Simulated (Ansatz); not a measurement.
Li2Se: pressure 1.5 GPa

Base system: Li₂Se in the anti-fluorite structure (space group Fm-3m, No. 225; a = 5.945 Å).

The change: cell and atoms relaxed at a pressure of 1.5 GPa.

Calculations: Ansatz (a program for electronic structure), PBEsol, PAW, cutoff 420 eV, without spin-orbit coupling. Settings: 10×10×10 k-points, 0.05 eV Fermi–Dirac smearing.

- Density = 3.05 g/cm³ (base 2.94 g/cm³)
- Lattice parameter a = 5.867 Å (base 5.945 Å)
- Shortest interatomic distance = 2.541 Å (base 2.574 Å)
- Enthalpy H = E + PV relative to the base's energy = +0.16 eV/atom
- Band gap = 2.78 eV (base 2.82 eV)
- Gap character = indirect, Γ → X (base indirect, Γ → X)
- Smallest direct gap = 3.53 eV (base 3.36 eV)
- Mean gap deformation potential ΔEg/Δln V = +1.0 eV
- Electron mass = 0.60 mₑ along k, 0.30 mₑ across (at X) (base 0.61 mₑ along k, 0.31 mₑ across (at X))
- Hole mass (degenerate bands, along [100]) = 0.35, 0.75, 0.75 mₑ (at Γ) (base 0.35, 0.78, 0.78 mₑ (at Γ))
- Valley order (the lowest conduction-band minima on the path, energy above the VBM, named in the base's zone) = X along ⟨100⟩ 2.78 eV; Γ 3.53 eV (base X along ⟨100⟩ 2.82 eV; Γ 3.36 eV)

Final structure:

```yaml
crystal:
  lattice:
    - [0.00000, 2.93353, 2.93353]
    - [2.93353, 0.00000, 2.93353]
    - [2.93353, 2.93353, 0.00000]
  atoms:
    - { symbol: Li, position: [0.25000, 0.25000, 0.25000] }
    - { symbol: Li, position: [0.75000, 0.75000, 0.75000] }
    - { symbol: Se, position: [0.00000, 0.00000, 0.00000] }
```

Cost of the whole job for the changed cell (relaxation, final SCF and bands): roughly 15 core-seconds.

Load acts through the strain it causes; cell and atoms are relaxed under it. Masses are band curvatures over ±0.01 Å⁻¹ around the edge. Along k means along the line from Γ to the band edge. No phonon test of stability was made.
